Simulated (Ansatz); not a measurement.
## TiSi2 under a change: biaxial strain −0.52 %, plane normal [001], relaxed out of plane

The parent structure is TiSi2 (space group Fddd, No. 70; a = 4.780 Å, b = 8.232 Å, c = 8.522 Å). Axes: x, y, z lie along a, b, c of the conventional cell.

It is then changed as follows: compressive biaxial strain of 0.52 % in the plane normal to [001], as in epitaxy on a mismatched substrate; the out-of-plane cell vector and the atoms relax.

Method: plane-wave PAW DFT at the r2SCAN level (Ansatz, an electronic-structure program, 500 eV), no spin-orbit coupling, earlier PAW set. Γ-centred 13×13×13 mesh, Fermi–Dirac width 0.05 eV.

```tsv
quantity	base	changed	shift
volume per atom	13.97 Å³	13.85 Å³	-0.12 Å³
space group	Fddd (No. 70)	Fddd (No. 70)	–
energy relative to the base (free energy F)	0 meV/atom	+0.8 meV/atom	+0.8 meV/atom
pressure (mean of the normal stresses, compression positive)	0.0 GPa	1.2 GPa	+1.2 GPa
band gap	zero	zero	–
out-of-plane strain (rough)	–	+0.15 %	–
mean in-plane stress (compression positive) (rough)	–	+1.8 GPa	–
```

Final structure (turned so that z lies along the plane normal):

```
TiSi2
1.0
    4.73495     0.00000     0.00000
   -2.34685     4.11243     0.00000
    1.19405     2.05622     4.26719
Si Ti
4 2
Direct
  0.66239   0.33761   0.00000
  0.33761   0.66239   0.00000
  0.08761   0.91239   0.50000
  0.41239   0.58761   0.50000
  0.00000   0.00000   0.00000
  0.75000   0.25000   0.50000
```

Without a gap, meshes like the base's 13×13×13 leave anisotropic stresses uncertain by several tenths of a GPa, and small strain energies with them. Stability against distortions was not tested. The final runs are not spin-polarised.
